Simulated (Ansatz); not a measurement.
The reference is PtSe₂ in the CdI2 type structure (space group P-3m1, No. 164; layered, stacked along the Cartesian z axis; relaxed with 0.1 eV smearing).

```
CELL_PARAMETERS angstrom
      3.73518     0.00000     0.00000
     -1.86759     3.23476     0.00000
      0.00000     0.00000     5.20727
ATOMIC_POSITIONS crystal
  Pt 0.00000 0.00000 0.00000
  Se 0.66667 0.33333 0.24886
  Se 0.33333 0.66667 0.75114
```

Cartesian axes are those of the cell as printed.

Calculations: plane-wave PAW DFT at the r2SCAN+rVV10 level (Ansatz, a first-principles code, 500 eV), no spin-orbit coupling.

Before the change:

```
Quantity   Result
--------  -------
Pressure  0.0 GPa
```

Modification: biaxial strain +4.63 %, plane normal [001], relaxed out of plane (Cartesian); in-plane vectors clamped, the third vector and the atoms free.

What happens to the out-of-plane strain and pressure?

The out-of-plane strain comes out as -8.16 %; the pressure (mean of the normal stresses, compression positive) goes from zero to -5.2 GPa.

Whether these cells are dynamically stable was not tested. The final runs are not spin-polarised.
